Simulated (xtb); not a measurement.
xtb 6.7.1, GFN2-xTB: [NH]c1ccccc1, charge -1, multiplicity 1, 13 atoms. The geometry is a generated start, not checked to be a minimum at this level.

| Property | Value |
|---|---|
| run flags | --grad |
| method | GFN2-xTB |
| --acc | 1 (default) |
| --etemp (K) | 300 (default) |
| basis functions | 34 |
| valence electrons | 36 |

```xyz
13

N      2.4744    -0.3424    -0.1727
C      1.1761    -0.1611    -0.0854
C      0.3092    -1.2981    -0.0292
C     -1.0498    -1.1719     0.0741
C     -1.6662     0.0776     0.1260
C     -0.8584     1.2084     0.0643
C      0.5044     1.1045    -0.0389
H      2.9642     0.5601    -0.2097
H      0.7690    -2.2788    -0.0694
H     -1.6689    -2.0674     0.1158
H     -2.7453     0.1640     0.2119
H     -1.3209     2.1959     0.1005
H      1.1121     2.0091    -0.0873
```

Charge -1 and multiplicity 1 are set for this test and not shown to be the ground state.

One run each on 1 thread. Values of broydamp tried: 0.02, 0.05, 0.1, 0.2, 0.4 (default), 0.6, 0.8, 1.

**Question.** Predict the course of the SCC iterations along this series.

**Answer.** Fewest SCC iterations, within one of each other: 0.2 with 12, 0.4 (default) with 11, 0.6 with 11. The count rises to 17 at 0.02. All converge to one solution.

| broydamp | SCC iterations | end |
|---|---|---|
| 0.02 | 17 | same solution |
| 0.05 | 16 | same solution |
| 0.1 | 15 | same solution |
| 0.2 | 12 | same solution |
| 0.4 (default) | 11 | same solution |
| 0.6 | 11 | same solution |
| 0.8 | 13 | same solution |
| 1 | 14 | same solution |
